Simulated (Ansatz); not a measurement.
NaOH (Cmcm, No. 63; cell taken from a computed entry) was calculated with LDA (plane waves, PAW; Ansatz, a program for electronic structure).

Settings: plane-wave cutoff 500 eV, 12×12×12 k mesh, gaussian smearing 0.02 eV, scalar-relativistic PAW data made under PBE.

Cell (relaxed at this level):

```
CELL_PARAMETERS angstrom
      1.66773    -5.21756     0.00000
      1.66773     5.21756     0.00000
      0.00000     0.00000     3.28816
ATOMIC_POSITIONS crystal
  Na 0.34133 0.65867 0.25000
  Na 0.65867 0.34133 0.75000
  H  0.03276 0.96724 0.25000
  H  0.96724 0.03276 0.75000
  O  0.87376 0.12624 0.75000
  O  0.12624 0.87376 0.25000
```

Question: What does this level give for the band gap?

Answer: 
* **band gap**: 3.16 eV (on the SCF k mesh)

Note: the relaxation could not lower the start's symmetry, so the cell can be a saddle point above a distorted one.

The computed numbers hold no vibrational or temperature effects.

Cost on a shared machine: about 110 core-seconds (a rough figure).
